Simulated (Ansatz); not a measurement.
Where the default PAW files enter, the runs use the earlier of Ansatz's two default sets.

Given:

```xyz
8
Lattice="3.8089 0.0000 0.0000 -1.9045 3.2986 0.0000 0.0000 0.0000 12.4526" Properties=species:S:1:pos:R:3 pbc="T T T"
Zn     1.9045     1.0996     9.3386
Zn     0.0000     2.1991     3.1123
Zn     0.0000     0.0000     6.2263
Zn     0.0000     0.0000     0.0000
S      1.9045     1.0996    11.6772
S      0.0000     2.1991     5.4509
S      0.0000     0.0000     8.5592
S      0.0000     0.0000     2.3329
```

Space group of this cell: P6_3mc. The cell is taken as given.

Level of theory: r2SCAN (plane waves, PAW; Ansatz, a quantum-chemistry and plane-wave program).

The current runs along the normal of the first two printed vectors; no spin-orbit coupling. Scaled by the factor s: the length along the current (ions clamped). Meshes 12×12×4 and 12×12 across the current in all rows.

```json
[
 {"s": "0.97", "mean pressure (GPa)": "2.8", "slowest mid-gap decay constant κ (1/Å)": "0.185"},
 {"s": "1.00", "mean pressure (GPa)": "0.1", "slowest mid-gap decay constant κ (1/Å)": "0.175"},
 {"s": "1.03", "mean pressure (GPa)": "-2.0", "slowest mid-gap decay constant κ (1/Å)": "?"}
]
```

Problem. Take the slope of the slowest mid-gap decay constant κ against ln s from the two given rows, extrapolate to s = 1.03, and say what the run there gives.

Solution. Slope = (0.185 − 0.175) / ln 0.97 = -0.328 1/Å. The line gives 0.175 + (-0.328) × ln 1.03 = 0.165 1/Å. The run gives 0.165 1/Å, as the line does.
